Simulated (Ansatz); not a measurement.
Here is the system:

```xyz
8
Lattice="5.3129 0.0000 0.0000 0.0000 5.3129 0.0000 2.6565 -2.6565 5.2604" Properties=species:S:1:pos:R:3 pbc="T T T"
Zn     0.0000     0.0000     0.0000
Zn     2.6565     0.0000     2.6302
Si     2.6565     2.6565     0.0000
Si     5.3129     2.6565     2.6302
P      3.9847     1.4028     1.3151
P      4.0593    -1.3282     3.9453
P      1.3282     3.9101     1.3151
P      6.5666     1.3282     3.9453
```

No spin polarisation.

Level of theory: Kohn–Sham DFT with the PBEsol functional, run in Ansatz (an electronic-structure program) with PAW and 420 eV plane waves, scalar-relativistic without spin-orbit coupling. Γ-centred 9×9×9 mesh, Fermi–Dirac width 0.05 eV.

Task: Estimate the band gap.

Result: 1.24 eV.

Task: Estimate the valence-band top at Γ (three highest levels, from the VBM).

Result: 0.00, -0.05, -0.05 eV.

The cells carry an imposed strain or load. Stability against distortions was not tested. The cell was made from ZnSiP2 in the chalcopyrite structure (space group I-42d, No. 122) by this change: biaxial strain −0.75 %, plane normal [001], relaxed out of plane.
